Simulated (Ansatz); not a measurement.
The reference is GaN in the zinc blende structure (space group F-43m, No. 216; a = 4.455 Å). Axes: x, y, z lie along the cube axes.

Perturbation: tensile biaxial strain of 2.50 % in the plane normal to [001], as in epitaxy on a mismatched substrate; the out-of-plane cell vector and the atoms relax.

Method: LDA (Ansatz, an electronic-structure program; PAW; 420 eV plane waves; without spin-orbit coupling).

Question: Give the band edges at the high-symmetry points of the new zone, measured from its valence-band maximum.

Answer: 
| point | valence edge (eV) | conduction edge (eV) |
|---|---|---|
| Γ | 0.00 | 1.66 |
| X | -2.77 | 3.24 |
| P | -3.92 | 6.28 |
| N | -0.96 | 4.41 |
| M | -3.20 | 2.90 |
| S | -2.76 | 4.21 |
| S₀ | -2.76 | 4.21 |
| R | -3.90 | 5.65 |
| G | -3.90 | 5.65 |

The gap is 1.66 eV, direct at Γ.

Whether these cells are dynamically stable was not tested. This is not the structure that GaN has at room temperature and ambient pressure. Labels are those of the standard path for the cell's own space group.
